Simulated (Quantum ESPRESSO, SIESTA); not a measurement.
# Code comparison for HfO2 (P4_2/nmc, 6 atoms in the cell)

Self-consistent single point.

```yaml
crystal:
  lattice:
    - [3.52493, 0.00000, 0.00000]
    - [0.00000, 3.52493, 0.00000]
    - [0.00000, 0.00000, 5.12376]
  atoms:
    - { symbol: Hf, position: [0.50000, 0.50000, 0.50000] }
    - { symbol: Hf, position: [0.00000, 0.00000, 0.00000] }
    - { symbol: O, position: [0.00000, 0.50000, 0.69721] }
    - { symbol: O, position: [0.00000, 0.50000, 0.19721] }
    - { symbol: O, position: [0.50000, 0.00000, 0.80279] }
    - { symbol: O, position: [0.50000, 0.00000, 0.30279] }
```

Shared settings, as Quantum ESPRESSO writes them: occupations = smearing; smearing = fd; degauss = 0.000734986 Ry; K_POINTS = automatic 8 8 5 0 0 0. Potentials and cutoffs stand in the table.

| code | model | pressure (GPa) | largest force (eV/Å) | gap on the mesh (eV) | cutoff |
|---|---|---|---|---|---|
| Quantum ESPRESSO | PBE+U, GBRV 1.5 ultrasoft (PBE) pseudopotentials | 25.04 | 0.736 | 5.940 | 40 Ry |
| SIESTA | GGA PBE+U, numerical atomic orbitals DZP, PseudoDojo PBE standard norm-conserving potentials (rewritten from UPF to PSML) | 28.85 | 1.215 | 5.602 | grid 400 Ry |

Hubbard term: ortho-atomic; U Hf-5d 5 eV.

Gaps are read on the mesh.

On Quantum ESPRESSO's run: spin-orbit coupling is off. Spin polarisation is off. The U value is a test value, and with U on an open shell several self-consistent states can exist.

The spread over the programs that give each value: pressure within 3.81 GPa; largest force within 0.479 eV/Å; gap on the mesh within 0.338 eV.

SIESTA uses small atom-centred bases, whose incompleteness enters pressures, forces and empty levels differently from a plane-wave cutoff. The same U acts on different projectors in each program, which moves gaps, moments and pressures.

The starting cell comes from a database of computed structures (which also holds hypothetical and non-ambient phases and stackings), without a prior relaxation at this level. Its lattice was rescaled by a random factor within 2.5 % of one.

Left out of this page: Ansatz (on a method kept out of this collection).
